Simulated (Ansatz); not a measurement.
Consider the following.

```xyz
10
Lattice="-3.2616 3.2616 3.5983 3.2616 -3.2616 3.5983 3.2616 3.2616 -3.5983" Properties=species:S:1:pos:R:3 pbc="T T T"
Sr     0.0000     0.0000     1.7991
Sr     0.0000     0.0000     5.3974
Zn    -0.8645     2.3971     3.5983
Zn     4.1262     0.8645     0.0000
Zn     0.8645     2.3971     0.0000
Zn     2.3971     0.8645     3.5983
N      2.1801    -1.0815     3.5983
N      1.0815     4.3431     0.0000
N      1.0815     2.1801     3.5983
N      2.1801     1.0815     0.0000
```

The numbers are results of r2SCAN, rigid bands (plane waves, PAW, scalar-relativistic; Ansatz, a quantum-chemistry and plane-wave program), not measurements. Condition of this run: functional r2SCAN on the same cell. Geometry: cell and atoms relaxed with PBEsol.

**Question.** What conductivity effective mass do dilute electrons have at 300 K?

**Answer.** 0.128 (x), 0.128 (y), 0.30 (z) mₑ.

**Question.** What conductivity effective mass do dilute holes have at 300 K?

**Answer.** 0.50 (x), 0.50 (y), 7.3 (z) mₑ.

**Question.** And the band gap?

**Answer.** 0.87 eV at this level; semilocal functionals usually fall short of the measured gap.

Rigid bands, one relaxation time for all states, no polarons. Spin-orbit coupling is left out; where it splits the top of the valence band it changes the hole mass and lowers the gap by about a third of the splitting. Geometry: cell and atoms relaxed with PBEsol.

Computed structure with no diffraction record at hand here (it may be known, metastable or hypothetical): SrZn2N2 (I4/mcm).
